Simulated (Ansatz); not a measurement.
SnSe2 under a change: uniaxial strain ε_yy = +3.63 %

Consider SnSe₂ in the CdI2 type structure (space group P-3m1, No. 164; a = 3.826 Å, c = 6.231 Å; layered, stacked along the Cartesian z axis). Axes: x lies along a and z along c of the hexagonal cell.

Modification: uniaxial strain ε_yy = +3.63 %, all other strain components held at zero; the atoms relax in the strained cell.

Calculations: plane-wave PAW DFT at the r2SCAN+rVV10 level (Ansatz, a first-principles code, 500 eV), no SOC. k-mesh 10×10×6 (Γ-centred); smearing 0.05 eV (Fermi–Dirac).

```csv
quantity,base,changed,shift
volume per atom,26.33 Å³,27.28 Å³,+0.956 Å³
shortest interatomic distance,2.713 Å,2.719 Å,+0.0052 Å
energy relative to the base (free energy F),0 meV/atom,+11 meV/atom,+11 meV/atom
"pressure (mean of the normal stresses, compression positive)",0.0 kbar,-16.6 kbar,-16.54 kbar
band gap,0.94 eV,0.81 eV,-0.13 eV
gap character,–,"indirect, k = (0.100, 0.100, 0) in the run's primitive reciprocal basis → k = (-1/2, 0, 1/3) in the run's primitive reciprocal basis",–
largest internal atomic displacement,–,0.020 Å,–
"stress (xx, yy, zz, yz, xz, xy; compression positive)",–,"(-0.94, -3.61, -0.42, 0.00, 0.00, 0.00) GPa",–
```

Final structure:

```
CELL_PARAMETERS angstrom
      3.82584     0.00000     0.00000
     -1.91292     3.43354     0.00000
      0.00000     0.00000     6.23092
ATOMIC_POSITIONS crystal
  Sn 0.00000 0.00000 0.00000
  Se 0.33334 0.66668 0.24976
  Se 0.66666 0.33332 0.75024
```

Stability against distortions was not tested. k-point labels follow each cell's own Brillouin zone.
